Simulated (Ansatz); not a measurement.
Electronic density of states of amorphous Ge12Sb12Te28C4, density 5.94 g/cm³, on a 2×2×2 Γ-centred mesh with a Gaussian width of 0.1 eV; energies count from the Fermi level, whose place inside the gap is arbitrary. Cell and mesh are small, so fine structure isn't converged. Calculation: PBE-D3(BJ), scalar-relativistic without spin-orbit coupling, PAW (Ansatz default set, large-core Te) (plane waves to 420 eV; Ansatz, a quantum-chemistry and plane-wave program). Sampling: a 2×2×2 Γ-centred mesh; Fermi-Dirac width 0.05 eV; no spin polarisation. So small a spacing is near the smearing width and the bands' dispersion over the mesh, so it is a value of this cell and mesh.

Preparation: random packing, a CHGNet melt and quench, and a DFT relaxation. The hot cell started wider than the set density and was brought back towards it in steps. It is the lowest in DFT energy of 4 quenches. It is a model cell: composition and starting density were chosen by hand, and all elements were melted together. The geometry includes D3(BJ) dispersion. Its density started from a set value of 5.65 and ended at 5.94 g/cm³. The simulated quench (nominally 50 K/ps over its main leg) is rapid and tends to freeze in more defects than a deposited or slowly cooled glass has. A cell of this size samples the disorder only roughly. The volume was free in the relaxation, at fixed shape. On a 2×2×2 Γ-centred mesh force components of up to 0.24 eV/Å stay, since the relaxation ran on one k-point at (1/4, 1/4, 1/4).

(E - EF (eV), states/(eV atom)): (-12.00, 0.36); (-11.90, 0.45); (-11.80, 0.44); (-11.70, 0.46); (-11.60, 0.44); (-11.50, 0.41); (-11.40, 0.43); (-11.30, 0.51); (-11.20, 0.55); (-11.10, 0.58); (-11.00, 0.60); (-10.90, 0.51); (-10.80, 0.46); (-10.70, 0.33); (-10.60, 0.28); (-10.50, 0.31); (-10.40, 0.15); (-10.30, 0.13); (-10.20, 0.16); (-10.10, 0.05); (-10.00, 0.00); (-9.90, 0.02); (-9.80, 0.12); (-9.70, 0.18); (-9.60, 0.14); (-9.50, 0.20); (-9.40, 0.30); (-9.30, 0.39); (-9.20, 0.36); (-9.10, 0.31); (-9.00, 0.32); (-8.90, 0.33); (-8.80, 0.34); (-8.70, 0.36); (-8.60, 0.39); (-8.50, 0.37); (-8.40, 0.19); (-8.30, 0.24); (-8.20, 0.35); (-8.10, 0.25); (-8.00, 0.21); (-7.90, 0.22); (-7.80, 0.28); (-7.70, 0.28); (-7.60, 0.22); (-7.50, 0.25); (-7.40, 0.33); (-7.30, 0.30); (-7.20, 0.21); (-7.10, 0.06); (-7.00, 0.06); (-6.90, 0.12); (-6.80, 0.12); (-6.70, 0.04); (-6.60, 0.00); (-6.50, 0.00); (-6.40, 0.00); (-6.30, 0.00); (-6.20, 0.03); (-6.10, 0.10); (-6.00, 0.16); (-5.90, 0.21); (-5.80, 0.16); (-5.70, 0.05); (-5.60, 0.01); (-5.50, 0.07); (-5.40, 0.23); (-5.30, 0.38); (-5.20, 0.43); (-5.10, 0.45); (-5.00, 0.44); (-4.90, 0.42); (-4.80, 0.42); (-4.70, 0.49); (-4.60, 0.50); (-4.50, 0.50); (-4.40, 0.53); (-4.30, 0.53); (-4.20, 0.61); (-4.10, 0.68); (-4.00, 0.64); (-3.90, 0.66); (-3.80, 0.64); (-3.70, 0.60); (-3.60, 0.61); (-3.50, 0.61); (-3.40, 0.64); (-3.30, 0.70); (-3.20, 0.65); (-3.10, 0.66); (-3.00, 0.69); (-2.90, 0.67); (-2.80, 0.63); (-2.70, 0.68); (-2.60, 0.73); (-2.50, 0.70); (-2.40, 0.71); (-2.30, 0.70); (-2.20, 0.73); (-2.10, 0.76); (-2.00, 0.68); (-1.90, 0.64); (-1.80, 0.71); (-1.70, 0.73); (-1.60, 0.67); (-1.50, 0.67); (-1.40, 0.67); (-1.30, 0.74); (-1.20, 0.77); (-1.10, 0.71); (-1.00, 0.73); (-0.90, 0.65); (-0.80, 0.59); (-0.70, 0.57); (-0.60, 0.54); (-0.50, 0.51); (-0.40, 0.53); (-0.30, 0.42); (-0.20, 0.25); (-0.10, 0.16); (0.00, 0.11); (0.10, 0.19); (0.20, 0.25); (0.30, 0.33); (0.40, 0.39); (0.50, 0.40); (0.60, 0.41); (0.70, 0.47); (0.80, 0.50); (0.90, 0.57); (1.00, 0.54); (1.10, 0.60); (1.20, 0.61); (1.30, 0.62); (1.40, 0.59); (1.50, 0.56); (1.60, 0.59); (1.70, 0.60); (1.80, 0.66); (1.90, 0.67); (2.00, 0.69); (2.10, 0.70); (2.20, 0.69); (2.30, 0.64); (2.40, 0.66); (2.50, 0.68)

The gap on this mesh is 0.14 eV; the broadening fills part of it in the curve.
